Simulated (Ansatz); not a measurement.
System: cubic perovskite CsCaF3. Method: r²SCAN-D4 in Ansatz (PAW).

Numerical settings: plane-wave cutoff 560 eV, 8×8×8 k mesh, Fermi–Dirac smearing 0.01 eV, scalar-relativistic PAW data made under PBE.

Cell (relaxed at this level):

```
CaCsF3
1.0
    4.50822     0.00000     0.00000
    0.00000     4.50822     0.00000
    0.00000     0.00000     4.50822
Cs Ca F
1 1 3
Direct
  0.00000   0.00000   0.00000
  0.50000   0.50000   0.50000
  0.50000   0.00000   0.50000
  0.00000   0.50000   0.50000
  0.50000   0.50000   0.00000
```

Problem. What does this level give for the band gap and smallest direct gap on the k points sampled?

Solution. 
- band gap = 8.09 eV
- smallest direct gap on the k points sampled = 8.10 eV

Note: the relaxation could not lower the start's symmetry, so the cell can be a saddle point above a distorted one.

Spin–orbit coupling is not included.

Computed values are for the static lattice.

Ansatz is a program for electronic structure.
